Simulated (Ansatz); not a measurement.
Base system: Si in the diamond structure (space group Fd-3m, No. 227; a = 5.444 Å).

Level of theory: DFT with r2SCAN, PAW potentials and a 500 eV plane-wave cutoff in Ansatz (a program for electronic structure), spin-orbit coupling left out, earlier PAW set.

One change was made to it. Results:

The band gap shrinks by 0.09 eV, from 0.78 eV to 0.69 eV; the hole mass (degenerate bands, along [100]) goes from 0.17, 0.25, 0.25 mₑ (at Γ) to 0.19, 0.24, 0.24 mₑ (at Γ); the lattice parameter a falls by 0.084 Å (5.444 Å → 5.360 Å).

What was done to the base?
A. pressure −2 GPa
B. pressure 5 GPa
C. pressure 10 GPa

B, pressure 5 GPa. For comparison, the band gap in the other runs: pressure −2 GPa gives 0.81 eV; pressure 10 GPa gives 0.61 eV.

Load acts through the strain it causes; cell and atoms are relaxed under it. Effective masses come from finite differences of ±0.01 Å⁻¹. Whether these cells are dynamically stable was not tested. Tetrahedral semiconductors of this kind turn to denser phases somewhere between about 1 and 50 GPa; those were not computed, so compressed cells here can lie past the real transition.
